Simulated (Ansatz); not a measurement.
TaAgO3 (Pm-3m, No. 221, 5 atoms in the cell; start mp-1187189), treated with PBEsol+SOC in Ansatz (plane waves, PAW).

Settings: plane-wave cutoff 520 eV, 8×8×8 k mesh, Fermi–Dirac smearing 0.01 eV, PAW data made under PBE.

Cell (relaxed with PBEsol):

```cif
data_AgO3Ta
_chemical_formula_sum 'Ta1 Ag1 O3'
_space_group_name_H-M_alt 'Pm-3m'
_space_group_IT_number 221
_space_group_name_Hall '-P 4 2 3'
_cell_length_a 3.95145
_cell_length_b 3.95145
_cell_length_c 3.95145
_cell_angle_alpha 90.000
_cell_angle_beta 90.000
_cell_angle_gamma 90.000
loop_
_atom_site_label
_atom_site_type_symbol
_atom_site_symmetry_multiplicity
_atom_site_Wyckoff_symbol
_atom_site_fract_x
_atom_site_fract_y
_atom_site_fract_z
_atom_site_occupancy
Ta1 Ta 1 a 0.00000 0.00000 0.00000 1
Ag1 Ag 1 b 0.50000 0.50000 0.50000 1
O1 O 3 d 0.00000 0.00000 0.50000 1
```

Give the computed band gap, smallest direct gap on the k points sampled and Γ–Γ gap.


band gap: 1.60 eV (indirect)
smallest direct gap on the k points sampled: 2.06 eV
Γ–Γ gap: 2.62 eV

Note: cell and atoms aren't relaxed at this level (pressure -0.2 GPa).

The computed numbers hold no vibrational or temperature effects.

A start named mp-… is a Materials Project structure, which need not be a measured phase.

Ansatz is an electronic-structure program.
